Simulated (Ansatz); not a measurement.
Take SnO2 in the rutile structure (space group P4_2/mnm, No. 136; a = 4.769 Å, c = 3.212 Å) as the base. Axes: x, y, z lie along a, b, c of the conventional cell.

Method: PBEsol (Ansatz, an electronic-structure program; PAW; 420 eV plane waves; no SOC).

One thing is altered: the cell is compressed by 0.67 % along z with no lateral relaxation; the atoms relax in the strained cell.

Q: Predict the stress tensor and what it implies for the stiffness.

A: Stress of the strained cell less that of the base (GPa, compression positive):
```
   0.98    0.00    0.00
   0.00    0.98    0.00
   0.00    0.00    2.76
```

Then −Δσ_ii/ε with ε = -0.0067 gives relaxed-ion elastic constants: C33 ≈ 413 GPa, C13 ≈ 146 GPa and C23 ≈ 146 GPa.

Whether these cells are dynamically stable was not tested.
